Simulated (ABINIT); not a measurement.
ABINIT run on InSb (F-43m, 2 atoms in the cell): self-consistent single point.

Method: PBEsol, PAW (JTH v2.0 PBE PAW, files made for PBE) (plane waves; ABINIT 10.0.3).

The change in words: lattice scaled by 0.98. Reference geometry:
```xyz
2
Lattice="0.0000 3.3166 3.3166 3.3166 0.0000 3.3166 3.3166 3.3166 0.0000" Properties=species:S:1:pos:R:3 pbc="T T T"
In     0.0000     0.0000     0.0000
Sb     1.6583     1.6583     1.6583
```

Reference input (self-consistent single point, DFT, PBEsol, plane waves, PAW (JTH v2.0 PBE PAW, files made for PBE)): pseudos = [In.GGA_PBE-JTH.xml, Sb.GGA_PBE-JTH.xml]; ecut = 40 Ry; pawecutdg = 80 Ry; pawxcdev = 0; ixc = -116133; occopt = 3; tsmear = 0.00367493 Ha; ngkpt = 6 6 6; nshiftk = 1; shiftk = 0 0 0; potentials = JTH v2.0 PBE PAW; nband = 19. This run's input differs from it in these lines:

```diff
@@ -3,7 +3,7 @@
 pseudos "In.GGA_PBE-JTH.xml, Sb.GGA_PBE-JTH.xml"
-acell 4.6903948431 4.6903948431 4.6903948431 Angstrom
+acell 4.5965872291 4.5965872291 4.5965872291 Angstrom
 rprim
-        -0.0000000000    0.7071067812    0.7071067812
+         0.0000000000    0.7071067812    0.7071067812
          0.7071067812   -0.0000000000    0.7071067812
-         0.7071067812    0.7071067812   -0.0000000000
+         0.7071067812    0.7071067812    0.0000000000
 natom 2
@@ -14,3 +14,3 @@
          0.0000000000    0.0000000000    0.0000000000
-         1.6583050000    1.6583050000    1.6583050000
+         1.6251390000    1.6251390000    1.6251390000
       Angstrom
```

Log, with long lists cut:

```
--- !BeginCycle
solver: {iscf: 17, nstep: 60, nline: 4, wfoptalg: 10, }
tolerances: {tolvrs: 1.00E-12, }
...

     iter   Etot(hartree)      deltaE(h)  residm     nres2
 ETOT  1  -137.63874965017    -1.376E+02 3.927E+01 2.083E+01
 ETOT  2  -140.71323406200    -3.074E+00 1.316E-01 1.900E+01
 ETOT  3  -140.67815311205     3.508E-02 4.965E-02 5.095E+00
 ETOT  4  -140.66245322234     1.570E-02 3.475E-02 6.440E-01
 ETOT  5  -140.65917376582     3.279E-03 6.044E-03 3.095E-02
   [... 7 lines left out ...]
 ETOT 13  -140.65909435232    -5.849E-11 1.237E-06 2.187E-10
 ETOT 14  -140.65909435233    -5.400E-12 7.636E-07 4.110E-11
 ETOT 15  -140.65909435233     8.527E-13 3.725E-07 5.040E-12
 ETOT 16  -140.65909435233    -9.379E-13 2.143E-07 3.832E-13
 At SCF step   16       nres2   =  3.83E-13 < tolvrs=  1.00E-12 =>converged.

 Cartesian components of stress tensor (hartree/bohr^3)
  sigma(1 1)= -2.22827233E-06  sigma(3 2)=  0.00000000E+00
  sigma(2 2)= -2.22827233E-06  sigma(3 1)=  0.00000000E+00
  sigma(3 3)= -2.22827233E-06  sigma(2 1)=  0.00000000E+00

 ----iterations are completed or convergence reached----

 reduced coordinates (array xred) for    2 atoms
       0.000000000000      0.000000000000      0.000000000000
       0.250000000000      0.250000000000      0.250000000000
 cartesian forces (eV/Angstrom) at end:
    1     -0.00000000000000    -0.00000000000000     0.00000000000000
    2      0.00000000000000     0.00000000000000    -0.00000000000000
 frms,max,avg= 4.5384104E-30 5.5036310E-30   0.000E+00  0.000E+00  0.000E+00 e/A
   [... lines left out ...]
 Fermi (or HOMO) energy (eV) =   4.14969   Average Vxc (eV)=  -8.68020
   [... lines left out ...]
'-kT*entropy'       : -1.42653079828876E-04
total_energy        : -1.40659094493997E+02
total_energy_eV     : -3.82752861367617E+03
...

-Cartesian components of stress tensor (GPa)         [Pressure=  6.5558E-02 GPa]
- sigma(1 1)= -6.55580244E-02  sigma(3 2)=  0.00000000E+00
- sigma(2 2)= -6.55580244E-02  sigma(3 1)=  0.00000000E+00
- sigma(3 3)= -6.55580244E-02  sigma(2 1)=  0.00000000E+00

 Calculation completed.
```

The run converged in 16 iterations. Against the reference run the free energy goes down by 10.3 meV/atom and the pressure goes from -2.23 to 0.07 GPa.

The starting cell comes from a database of computed structures (which also holds hypothetical and non-ambient phases and stackings), without a prior relaxation at this level. For this run, on top of that: lattice scaled by 0.98. The potentials were made for another functional than the one used. The run gives no clean gap (levels at the Fermi energy touch, overlap or are partly filled at this smearing), which alone does not show that the compound is a metal.
